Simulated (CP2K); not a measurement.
CP2K run on the (100) slab of BaTiO3 (cut from a parent of space group no. 221; 10 atoms in the cell): self-consistent single point.

Method of the run: PBE, GPW, DZVP-MOLOPT-SR-GTH basis, GTH-PBE potentials (GTH_POTENTIALS) (CP2K).

```
CELL_PARAMETERS angstrom
      4.00768     0.00000     0.00000
      0.00000     4.00768     0.00000
      0.00000     0.00000    22.01150
ATOMIC_POSITIONS crystal
  Ba 0.50000 0.50000 0.36345
  Ba 0.50000 0.50000 0.54552
  Ti 0.00000 0.00000 0.45448
  Ti 0.00000 0.00000 0.63655
  O  0.00000 0.00000 0.36345
  O  0.50000 0.00000 0.45448
  O  0.00000 0.50000 0.45448
  O  0.00000 0.00000 0.54552
  O  0.50000 0.00000 0.63655
  O  0.00000 0.50000 0.63655
```

Reference input (self-consistent single point, DFT PBE, GPW, DZVP-MOLOPT-SR-GTH basis, GTH-PBE potentials (GTH_POTENTIALS)): CUTOFF = 600 Ry; REL_CUTOFF = 40 Ry; SMEAR/METHOD = METHFESSEL_PAXTON; SIGMA = 0.2 eV; KPOINTS/SCHEME = MONKHORST-PACK 6 6 1; GAMMA_CENTERED = T; XC_FUNCTIONAL = PBE; Ba/BASIS_SET = DZVP-MOLOPT-SR-GTH-q10; Ba/POTENTIAL = GTH-PBE-q10; Ti/BASIS_SET = DZVP-MOLOPT-SR-GTH-q12; Ti/POTENTIAL = GTH-PBE-q12; O/BASIS_SET = DZVP-MOLOPT-SR-GTH-q6. This run's input differs from it in these lines:

```diff
@@ -16,3 +16,3 @@
     &MGRID
-      CUTOFF 600
+      CUTOFF 420
       REL_CUTOFF 40
```

The program printed (abridged):

```
 SCF WAVEFUNCTION OPTIMIZATION

  Step     Update method      Time    Convergence         Total energy    Change
     1 NoMix/Diag. 0.20E+00      -     2.01015868      -264.9517612328 -2.65E+02
     2 Broy./Diag. 0.20E+00      -     0.19383085      -257.5233578822  7.43E+00
     3 Broy./Diag. 0.20E+00      -     0.28517947      -262.0223429288 -4.50E+00
     4 Broy./Diag. 0.20E+00      -     0.11500371      -264.0672800348 -2.04E+00
     5 Broy./Diag. 0.20E+00      -     0.03919589      -263.6587307081  4.09E-01
     6 Broy./Diag. 0.20E+00      -     0.02876000      -263.8461219879 -1.87E-01
   [... 30 lines left out ...]
    37 Broy./Diag. 0.20E+00      -     0.00000342      -264.1682796543 -3.25E-06
    38 Broy./Diag. 0.20E+00      -     0.00000198      -264.1682808440 -1.19E-06
    39 Broy./Diag. 0.20E+00      -     0.00000146      -264.1682776501  3.19E-06
    40 Broy./Diag. 0.20E+00      -     0.00000074      -264.1682759450  1.71E-06
  *** SCF run converged in    40 steps ***

  Overlap energy of the core charge distribution:               0.00000000000001
  Self energy of the core charge distribution:               -567.43495295882894
  Core Hamiltonian energy:                                    145.01728023561122
  Hartree energy:                                             201.57960451040131
  Exchange-correlation energy:                                -43.33021190971483
  Smearing free energy correction:                              0.00000417786437
  Fermi energy:                                                 0.05979673470290

  Total energy:                                              -264.16827594498426

 ENERGY| Total FORCE_EVAL ( QS ) energy [hartree]           -264.168284136693103

 FORCES| Atomic forces [hartree/bohr]
   [... lines left out ...]

 STRESS| Analytical stress tensor [bar]
 STRESS|                        x                   y                   z
 STRESS|      x       -1.71107513528E+04  -7.28374388691E-07   9.62511450486E-07
 STRESS|      y       -7.28374388691E-07  -1.71107502342E+04   9.59018768638E-07
 STRESS|      z        9.62511450486E-07   9.59018768638E-07  -1.11822202354E+04
 STRESS| 1/3 Trace                                            -1.51345739408E+04
```

The run converged in 40 iterations. Against the reference run the free energy drops by 1.2 meV/atom, the largest force goes from 2.310 to 2.336 eV/Å and the gap on the mesh moves little (0.950 to 0.952 eV).

The starting cell comes from a database of computed structures (which also holds hypothetical and non-ambient phases and stackings), without a prior relaxation at this level. The slab is cut from that crystal, and its faces are unrelaxed. Spin polarisation is off, though cut faces can carry moments; a gap of a slab can lie between surface states. The two faces of this cut differ, and no dipole correction was used. Values carry the incompleteness of an atom-centred basis. Forces in this geometry exceed 1 eV/Å.

Cost on one core of a shared machine: roughly 70 s.
